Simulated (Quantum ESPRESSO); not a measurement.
# Refining one setting for ZnNi4O5 (C2/m, 10 atoms in the cell)

```yaml
crystal:
  lattice:
    - [4.98062, -1.50178, 0.00000]
    - [4.98062, 1.50178, 0.00000]
    - [-3.62322, 0.00000, 6.40237]
  atoms:
    - { symbol: Zn, position: [0.00000, 0.00000, 0.00000] }
    - { symbol: Ni, position: [0.59999, 0.59999, 0.40069], spin: 2.0 }
    - { symbol: Ni, position: [0.40001, 0.40001, 0.59931], spin: 2.0 }
    - { symbol: Ni, position: [0.19978, 0.19978, 0.79900], spin: 2.0 }
    - { symbol: Ni, position: [0.80022, 0.80022, 0.20100], spin: 2.0 }
    - { symbol: O, position: [0.00000, 0.00000, 0.50000] }
    - { symbol: O, position: [0.60195, 0.60195, 0.89802] }
    - { symbol: O, position: [0.39805, 0.39805, 0.10198] }
    - { symbol: O, position: [0.20149, 0.20149, 0.30283] }
    - { symbol: O, position: [0.79851, 0.79851, 0.69717] }
```
(The spins are starting values, not results.)

Computed with LDA (PZ)+U, PSlibrary PAW (LDA) pseudopotentials (plane waves; Quantum ESPRESSO).

The starting cell comes from a database of computed structures (which also holds hypothetical and non-ambient phases and stackings), without a prior relaxation at this level. The magnetic order is the one reached from the typed start; others were not searched systematically. With U or open f shells several self-consistent states can exist. In the base run, with a pressure of about -12 GPa the cell is away from its equilibrium volume at this level.

Held fixed: occupations = smearing; smearing = cold; degauss = 0.0036749 Ry; nspin = 2; K_POINTS = automatic 6 6 3 0 0 0; HUBBARD = atomic; U Ni-3d 6.2 eV; conv_thr = 1e-11 Ry; mixing_beta = 0.4. Moved along with it: ecutrho.

ΔF is the free energy per atom less that of the last row (55 Ry).

```json
[
 {"ecutwfc": "22 Ry", "ΔF (meV/atom)": "9477.0", "pressure (GPa)": "-596.12", "largest force (eV/Å)": "1.064", "gap on the mesh (eV)": "0.342", "size of the net moment (μB/atom)": "0.80", "plane waves": "1142", "iterations": "26"},
 {"ecutwfc": "28 Ry", "ΔF (meV/atom)": "1705.6", "pressure (GPa)": "-175.52", "largest force (eV/Å)": "0.062", "gap on the mesh (eV)": "1.088", "size of the net moment (μB/atom)": "0.80", "plane waves": "1635", "iterations": "24"},
 {"ecutwfc": "33 Ry", "ΔF (meV/atom)": "313.6", "pressure (GPa)": "-50.89", "largest force (eV/Å)": "0.108", "gap on the mesh (eV)": "1.414", "size of the net moment (μB/atom)": "0.80", "plane waves": "2087", "iterations": "25"},
 {"ecutwfc": "38 Ry", "ΔF (meV/atom)": "56.7", "pressure (GPa)": "-17.73", "largest force (eV/Å)": "0.121", "gap on the mesh (eV)": "1.469", "size of the net moment (μB/atom)": "0.80", "plane waves": "2593", "iterations": "26"},
 {"ecutwfc": "44 Ry", "ΔF (meV/atom)": "19.2", "pressure (GPa)": "-12.14", "largest force (eV/Å)": "0.104", "gap on the mesh (eV)": "1.461", "size of the net moment (μB/atom)": "0.80", "plane waves": "3207", "iterations": "28"},
 {"ecutwfc": "50 Ry", "ΔF (meV/atom)": "7.6", "pressure (GPa)": "-11.93", "largest force (eV/Å)": "0.103", "gap on the mesh (eV)": "1.454", "size of the net moment (μB/atom)": "0.80", "plane waves": "3883", "iterations": "30"},
 {"ecutwfc": "55 Ry", "ΔF (meV/atom)": "0.00", "pressure (GPa)": "-11.75", "largest force (eV/Å)": "0.104", "gap on the mesh (eV)": "1.453", "size of the net moment (μB/atom)": "0.80", "plane waves": "4471", "iterations": "27"}
]
```

Pressure within 0.5 GPa of the last row: from ecutwfc = 44 Ry on; the one before it is off by 6.0 GPa. The value it settles on is -11.8 GPa at this level of theory and with the other settings as held.

Gaps are taken between levels on the mesh.
